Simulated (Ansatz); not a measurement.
Start from WC (space group P-6m2, No. 187; a = 2.923 Å, c = 2.846 Å; relaxed with 0.1 eV smearing). Axes: x lies along a and z along c of the hexagonal cell.

Computed with PBE/PAW in Ansatz (an electronic-structure program), no SOC, earlier PAW set.

For the base:

Pressure: 0.0 GPa
Volume per atom: 10.53 Å³

The change: biaxial strain −1.94 %, plane normal [001], relaxed out of plane (Cartesian); in-plane vectors clamped, the third vector and the atoms free.

Task: What happens to the pressure and volume per atom?

Result: The pressure (mean of the normal stresses, compression positive) goes from zero to 12.2 GPa; the volume per atom shrinks by 0.33 Å³ (10.53 Å³ → 10.20 Å³).

Whether these cells are dynamically stable was not tested. The final runs are not spin-polarised.
